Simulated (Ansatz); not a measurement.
LiF (model structure, F-43m, No. 216, 2 atoms in the cell), treated with PBE0 in Ansatz (plane waves, PAW).

Run with plane-wave cutoff 460 eV, 10×10×10 k mesh, Fermi–Dirac smearing 0.01 eV, scalar-relativistic PAW data made under PBE.

The cell is the one relaxed with PBEsol. Conventional cell: a = 4.3112 Å, b = 4.3112 Å, c = 4.3112 Å, α = 90.00°, β = 90.00°, γ = 90.00°.

```
CELL_PARAMETERS angstrom
      0.00000     2.15562     2.15562
      2.15562     0.00000     2.15562
      2.15562     2.15562     0.00000
ATOMIC_POSITIONS crystal
  Li 0.00000 0.00000 0.00000
  F  0.25000 0.25000 0.25000
```

**Question.** List the 5 lowest band energies at Γ above −25 eV (eV, relative to the valence band maximum), grouping those that round alike.

**Answer.** At Γ: -20.88, 0.00 (×3), 10.79.

Note: the run warned that its exchange threshold was loose for the stress; the relaxation could raise the start's symmetry but not lower it, so the cell can be a saddle point.

A model structure was made by putting elements into a prototype or built by hand; it is no filed structure, need not be a known phase, and can be a saddle point held by its symmetry.

Ansatz is a first-principles code.
